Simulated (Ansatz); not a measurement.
**What uniaxial strain ε_zz = −3.00 % does to Al**

Consider Al in the fcc (Cu type) structure (space group Fm-3m, No. 225; a = 3.984 Å; relaxed with 0.1 eV smearing). Axes: x, y, z lie along the cube axes.

Perturbation: the cell is compressed by 3.00 % along z with no lateral relaxation; the atoms relax in the strained cell.

The values are results of LDA (Ansatz, a program for electronic structure; PAW; 420 eV plane waves; spin-orbit coupling left out), not measurements. k-mesh 28×28×28 (Γ-centred); smearing 0.1 eV (Fermi–Dirac).

```tsv
quantity	base	changed	shift
volume per atom	15.81 Å³	15.33 Å³	-0.474 Å³
space group	Fm-3m (No. 225)	I4/mmm (No. 139)	–
energy relative to the base (free energy F)	0 meV/atom	+5.7 meV/atom	+5.7 meV/atom
pressure (mean of the normal stresses, compression positive)	0.0 GPa	2.8 GPa	+2.8 GPa
band gap	zero	zero	–
stress (xx, yy, zz, yz, xz, xy; compression positive)	–	(2.2, 2.2, 4.1, 0.0, 0.0, 0.0) GPa	–
```

Final structure:

```
Al
1.0
    0.00000     1.99194     1.93218
    1.99194     0.00000     1.93218
    1.99194     1.99194     0.00000
Al
1
Cartesian
  0.00000   0.00000   0.00000
```

Whether these cells are dynamically stable was not tested.
